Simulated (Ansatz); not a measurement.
The parent structure is SnS₂ in the CdI2 type structure (space group P-3m1, No. 164; layered, stacked along the Cartesian z axis).

```xyz
3
Lattice="3.6694 0.0000 0.0000 -1.8347 3.1778 0.0000 0.0000 0.0000 5.8062" Properties=species:S:1:pos:R:3 pbc="T T T"
Sn     0.0000     0.0000     0.0000
S      0.0000     2.1185     1.4783
S      1.8347     1.0593     4.3279
```

Computed with plane-wave PAW DFT at the PBE-D3(BJ) level (Ansatz, a quantum-chemistry and plane-wave program, 420 eV), no spin-orbit coupling.

Before the change:

The gap character is indirect, K–Γ (87 % along) → k = (0, 0.400, 1/3) in the run's primitive reciprocal basis and the volume per atom comes out as 22.57 Å³.

The change: cell and atoms relaxed at a pressure of 1.8 GPa.

How does this affect the mean gap deformation potential ΔEg/Δln V?

The mean gap deformation potential ΔEg/Δln V comes out as +4.7 eV.

What happens to the gap character?

The gap character stays indirect, K–Γ (87 % along) → k = (0, 0.400, 1/3) in the run's primitive reciprocal basis.

What happens to the volume per atom?

The volume per atom falls by 1.14 Å³ to 21.43 Å³.

Load acts through the strain it causes; cell and atoms are relaxed under it. Whether these cells are dynamically stable was not tested.
